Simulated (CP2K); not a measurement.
## CP2K run on BAs (F-43m, 2 atoms in the cell): self-consistent single point

Computed with PBE, GPW, DZVP-MOLOPT-SR-GTH basis, GTH-PBE potentials (GTH_POTENTIALS) run with CP2K.

This input was run:

```
&GLOBAL
  PROJECT calc
  RUN_TYPE ENERGY_FORCE
  PRINT_LEVEL LOW
&END GLOBAL
&FORCE_EVAL
  METHOD Quickstep
  STRESS_TENSOR ANALYTICAL
  &DFT
    BASIS_SET_FILE_NAME BASIS_MOLOPT
    POTENTIAL_FILE_NAME GTH_POTENTIALS
    &QS
      METHOD GPW
      EPS_DEFAULT 1E-10
    &END QS
    &MGRID
      CUTOFF 400
      REL_CUTOFF 50
      NGRIDS 4
    &END MGRID
    &SCF
      SCF_GUESS ATOMIC
      EPS_SCF 1E-6
      MAX_SCF 100
      ADDED_MOS 4
      &DIAGONALIZATION
        ALGORITHM STANDARD
      &END DIAGONALIZATION
      &MIXING
        METHOD BROYDEN_MIXING
        ALPHA 0.3
        NBUFFER 10
        BETA 1.5
      &END MIXING
      &SMEAR ON
        METHOD FERMI_DIRAC
        ELECTRONIC_TEMPERATURE [K] 232.09
      &END SMEAR
    &END SCF
    &KPOINTS
      SCHEME MONKHORST-PACK 4 4 4
      GAMMA_CENTERED T
    &END KPOINTS
    &XC
      &XC_FUNCTIONAL PBE
      &END XC_FUNCTIONAL
    &END XC
    &PRINT
      &MO
        EIGENVALUES T
        OCCUPATION_NUMBERS T
        NDIGITS 8
        FILENAME mo
        &EACH
          QS_SCF 0
        &END EACH
        ADD_LAST NUMERIC
      &END MO
      &MULLIKEN OFF
      &END MULLIKEN
    &END PRINT
  &END DFT
  &SUBSYS
    &CELL
      A 3.36983100 0.00000000 0.00000000
      B 1.68491500 2.91835900 0.00000000
      C 1.68491500 0.97278600 2.75145500
      PERIODIC XYZ
    &END CELL
    &COORD
      B        0.00000000     0.00000000     0.00000000
      As       1.68491525     0.97278625     0.68786375
    &END COORD
    &KIND B
      BASIS_SET DZVP-MOLOPT-SR-GTH-q3
      POTENTIAL GTH-PBE-q3
    &END KIND
    &KIND As
      BASIS_SET DZVP-MOLOPT-SR-GTH-q5
      POTENTIAL GTH-PBE-q5
    &END KIND
  &END SUBSYS
  &PRINT
    &FORCES ON
    &END FORCES
    &STRESS_TENSOR ON
    &END STRESS_TENSOR
  &END PRINT
&END FORCE_EVAL
```

Output, abridged:

```
 GLOBAL| Method name                                                        CP2K
 GLOBAL| Project name                                                       calc
 GLOBAL| Run type                                                   ENERGY_FORCE

 TOTAL NUMBERS AND MAXIMUM NUMBERS

  Total number of            - Atomic kinds:                                   2
                             - Atoms:                                          2
                             - Shell sets:                                     2
                             - Shells:                                        10
                             - Primitive Cartesian functions:                  8
                             - Cartesian basis functions:                     28
                             - Spherical basis functions:                     26

  Maximum angular momentum of- Orbital basis functions:                        2
                             - Local part of the GTH pseudopotential:          2
                             - Non-local part of the GTH pseudopotential:      4

 SCF PARAMETERS         Density guess:                                    ATOMIC
                        max_scf:                                             100
                        max_diis:                                              4
                        eps_scf:                                        1.00E-06
                        eps_diis:                                       1.00E-01
                        eps_eigval:                                     1.00E-05
                        level_shift [a.u.]:                             0.000000
                        added MOs                                         4    0
                        Mixing method:                            BROYDEN_MIXING
                                                charge density mixing in g-space
                        Smear method:                                FERMI_DIRAC
                        Electronic temperature [K]:                        232.1
                        Electronic temperature [a.u.]:                  7.35E-04
                        Accuracy threshold:                             1.00E-10
                        No outer SCF

 Extrapolation method: initial_guess

 Number of electrons:                                                          8
 Number of occupied orbitals:                                                  4
 Number of molecular orbitals:                                                 8

 Number of orbital functions:                                                 26
 Number of independent orbital functions:                                     26

 SCF WAVEFUNCTION OPTIMIZATION

  Step     Update method      Time    Convergence         Total energy    Change
     1 NoMix/Diag. 0.30E+00      -     1.13696866        -9.3292071350 -9.33E+00
     2 Broy./Diag. 0.30E+00      -     0.08165818        -8.9005329689  4.29E-01
     3 Broy./Diag. 0.30E+00      -     0.20366192        -8.9985141329 -9.80E-02
     4 Broy./Diag. 0.30E+00      -     0.01720852        -9.0724231922 -7.39E-02
     5 Broy./Diag. 0.30E+00      -     0.00835628        -9.1007871550 -2.84E-02
     6 Broy./Diag. 0.30E+00      -     0.00400627        -9.1313669422 -3.06E-02
     7 Broy./Diag. 0.30E+00      -     0.00028243        -9.1344636052 -3.10E-03
     8 Broy./Diag. 0.30E+00      -     0.00022744        -9.1356535311 -1.19E-03
     9 Broy./Diag. 0.30E+00      -     0.00005227        -9.1360059436 -3.52E-04
    10 Broy./Diag. 0.30E+00      -     0.00002296        -9.1361571330 -1.51E-04
    11 Broy./Diag. 0.30E+00      -     0.00000625        -9.1361653396 -8.21E-06
    12 Broy./Diag. 0.30E+00      -     0.00000132        -9.1361682300 -2.89E-06
    13 Broy./Diag. 0.30E+00      -     0.00000061        -9.1361715226 -3.29E-06

  *** SCF run converged in    13 steps ***

  Electronic density on regular grids:         -8.0000000000       -0.0000000000
  Core density on regular grids:                7.9999999982       -0.0000000018
  Total charge density on r-space grids:       -0.0000000018
  Total charge density g-space grids:          -0.0000000018

  Overlap energy of the core charge distribution:               0.00000008054531
  Self energy of the core charge distribution:                -19.62168858820840
  Core Hamiltonian energy:                                      5.14023529548663
  Hartree energy:                                               8.05389395397703
  Exchange-correlation energy:                                 -2.70861226441127
  Electronic entropic energy:                                  -0.00000000000000
  Fermi energy:                                                 0.28081726903584

  Total energy:                                                -9.13617152261070
  Total energy (extrapolated to T->0):                         -9.13617152261070

 ENERGY| Total FORCE_EVAL ( QS ) energy [hartree]             -9.136169277149790

 FORCES| Atomic forces [hartree/bohr]
 FORCES|   Atom     x               y               z               |f|
 FORCES|      1 -3.17862114E-08  7.03066540E-09  3.48126009E-08   4.76624661E-08
 FORCES|      2  3.09481452E-08 -7.59571453E-09 -3.51329799E-08   4.74321499E-08
 FORCES| Sum    -8.38066226E-10 -5.65049133E-10 -3.20378964E-10
 FORCES| Total atomic force                                       1.06031986E-09

 STRESS| Analytical stress tensor [bar]
 STRESS|                        x                   y                   z
 STRESS|      x        5.38971366250E+04   2.85518798168E-01   2.01891853465E-01
 STRESS|      y        2.85518798168E-01   5.38974702671E+04  -1.95368022305E-02
 STRESS|      z        2.01891853465E-01  -1.95368022305E-02   5.38976421449E+04
 STRESS| 1/3 Trace                                             5.38974163457E+04
```

The run converged in 13 iterations.

The starting cell has typed, rounded lattice constants, without a prior relaxation at this level. Its lattice was rescaled by up to half a per cent. Values carry the incompleteness of an atom-centred basis. With a pressure of about 5 GPa the cell is away from its equilibrium volume at this level.
